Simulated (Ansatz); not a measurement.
## Evanescent states of WSe2 (P6_3/mmc, 6 atoms a cell, 19.8 Å³ an atom, 2 GPa at this level) along the normal of (001)

The numbers are results of r2SCAN (plane waves, PAW; Ansatz, a quantum-chemistry and plane-wave program), not measurements.

The gap is the functional's own, uncorrected, and κ follows it; spin-orbit coupling is left out. Mid-gap means the computed energy nearest the middle.

Energies count from the valence-band top; κ is the least over a 12×12 mesh across the current.

```json
[
 {"E (eV)": "0.04", "κ (1/Å)": "0.103", "where": "Γ"},
 {"E (eV)": "0.10", "κ (1/Å)": "0.183", "where": "Γ"},
 {"E (eV)": "0.17", "κ (1/Å)": "0.228", "where": "off Γ"},
 {"E (eV)": "0.24", "κ (1/Å)": "0.226", "where": "off Γ"},
 {"E (eV)": "0.32", "κ (1/Å)": "0.220", "where": "off Γ"},
 {"E (eV)": "0.39", "κ (1/Å)": "0.213", "where": "off Γ"},
 {"E (eV)": "0.46", "κ (1/Å)": "0.205", "where": "off Γ"},
 {"E (eV)": "0.53", "κ (1/Å)": "0.195", "where": "off Γ"},
 {"E (eV)": "0.59", "κ (1/Å)": "0.185", "where": "off Γ"},
 {"E (eV)": "0.67", "κ (1/Å)": "0.172", "where": "off Γ"},
 {"E (eV)": "0.73", "κ (1/Å)": "0.157", "where": "off Γ"},
 {"E (eV)": "0.81", "κ (1/Å)": "0.139", "where": "off Γ"},
 {"E (eV)": "0.88", "κ (1/Å)": "0.116", "where": "off Γ"},
 {"E (eV)": "0.94", "κ (1/Å)": "0.084", "where": "off Γ"}
]
```

How thick must the barrier be to attenuate the transmission by 10^4 when the electrodes' Fermi level lies at 0.94 eV, and what attenuation does that film give at 0.24 eV?

d = 4 ln 10 / (2 × 0.084) = 54.8 Å. At 0.24 eV it gives 4 × 0.226/0.084 = 10.8 decades.
